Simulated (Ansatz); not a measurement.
The reference is PbO₂ in the rutile structure (space group P4_2/mnm, No. 136; a = 5.0816 Å, c = 3.4436 Å). Axes: x, y, z lie along a, b, c of the conventional cell.

Computed with PBE (Ansatz, a first-principles code), no SOC.

Strains are applied to the cell and any free atomic positions relax; under biaxial strain the out-of-plane vector relaxes too.

One change was made to it. Results:

The volume per atom increases by 0.56 Å³, from 14.82 Å³ to 15.38 Å³; the pressure (mean of the normal stresses, compression positive) goes from zero to -2.4 GPa; the band gap stays zero.

Which change produced these results?
A. biaxial strain +0.60 %, plane normal [001], relaxed out of plane
B. biaxial strain +1.80 %, plane normal [001], relaxed out of plane
C. biaxial strain +3.00 %, plane normal [001], relaxed out of plane
D. biaxial strain +2.40 %, plane normal [001], relaxed out of plane

C, biaxial strain +3.00 %, plane normal [001], relaxed out of plane. For comparison, the volume per atom in the other runs: biaxial strain +1.80 %, plane normal [001], relaxed out of plane gives 15.15 Å³; biaxial strain +0.60 %, plane normal [001], relaxed out of plane gives 14.93 Å³; biaxial strain +2.40 %, plane normal [001], relaxed out of plane gives 15.26 Å³.

Spin-orbit coupling, missing from the scalar runs, can matter with Pb. Stability against distortions was not tested. The final runs are not spin-polarised. A zero or small gap of PbO2 can be the functional's error rather than a property of the material.
